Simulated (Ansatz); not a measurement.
The starting structures come from a database of crystals and need not be the phases stable at ambient conditions.

By PBEsol, the system below comes out a metal.

```
GaNb2C
1.0
    3.14975     0.00000     0.00000
    0.00000    13.59696     0.00000
    1.57487     0.00000     2.72776
Nb Ga C
4 2 2
Cartesian
  3.14975   1.23161   1.81851
  1.57487  12.36535   0.90925
  1.57487   8.03009   0.90925
  3.14975   5.56687   1.81851
  3.14975  10.19772   1.81851
  1.57487   3.39924   0.90925
  0.00000   0.00000   0.00000
  0.00000   6.79848   0.00000
```

Space group of this cell: P6_3/mmc. The cell is taken as given; by PBEsol its mean pressure is -6.7 GPa.

The current flows along the normal of the first two printed cell vectors, the (100) plane of the conventional cell. No spin-orbit coupling; the value is a mean over 0.1 eV about the Fermi level.

Task: Compute, with PBEsol (Ansatz, a program for electronic structure), the ballistic conductance per area.

Result: 0.63 × 10¹⁵ S/m² for both spins.
